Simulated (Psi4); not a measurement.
Psi4 1.11, TPSS/def2-svp: Ge(Cl)(Me)(Vi)2 (C=[CH][Ge]([CH3])([Cl])[CH]=C), 16 atoms. The geometry is a generated start, not checked to be a minimum at this level.

```yaml
task: energy
method: tpss
basis: def2-svp
memory: 3 GB
maxiter: 100
keys_of_the_molecule_block: symmetry c1
scf_type: df (default)
e_convergence: 1e-06 (default)
d_convergence: 1e-06 (default)
dft_radial_points: 75 (default)
dft_spherical_points: 302 (default)
basis_functions: 165
grid_points: 340341
```

```xyz
16

C      2.6191    -0.6356     0.6372
C      1.7909     0.3714     0.4304
Ge     0.0879     0.2406    -0.5750
C     -0.9456     1.9413    -0.4338
Cl     0.6177    -0.0052    -2.6314
C     -0.9430    -1.3869    -0.1304
C     -2.0928    -1.3981     0.5214
H      3.5392    -0.5203     1.1924
H      2.4202    -1.6248     0.2553
H      2.0312     1.3465     0.8327
H     -2.0134     1.7405    -0.4327
H     -0.7248     2.5812    -1.2853
H     -0.6901     2.4755     0.4769
H     -0.5160    -2.3222    -0.4710
H     -2.6258    -2.3130     0.7369
H     -2.5547    -0.4910     0.8764
```

With the defaults (diis = true, scf_initial_accelerator = adiis, damping_percentage = 0, guess = auto, which took SAD, level_shift = 0, level_shift_cutoff = 0.01, diis_max_vecs = 10) it converges in 11 SCF iterations. One run each on 2 threads, with these changes:
- scf_initial_accelerator = none
- guess = modhuckel
- scf_initial_accelerator = ediis
- level_shift = 0.1, level_shift_cutoff = 0.001
- guess = huckel
- diis = false, scf_initial_accelerator = none, damping_percentage = 60
- diis_max_vecs = 20
- guess = sap
- damping_percentage = 20

**Question.** Name the settings that don't reach the solution of the defaults.

**Answer.** No convergence: diis = false, scf_initial_accelerator = none, damping_percentage = 60 (the run ends without SCF convergence in 100 iterations). The rest reach the solution of the defaults.

```tsv
setting	SCF iterations	end
level_shift = 0.1, level_shift_cutoff = 0.001	10	same solution
the defaults	11	same solution
scf_initial_accelerator = none	11	same solution
diis_max_vecs = 20	11	same solution
scf_initial_accelerator = ediis	11	same solution
guess = sap	13	same solution
guess = modhuckel	13	same solution
guess = huckel	13	same solution
damping_percentage = 20	23	same solution
diis = false, scf_initial_accelerator = none, damping_percentage = 60	100	no convergence
```

1 further run of the study ended by our limits or in an error and is left out.
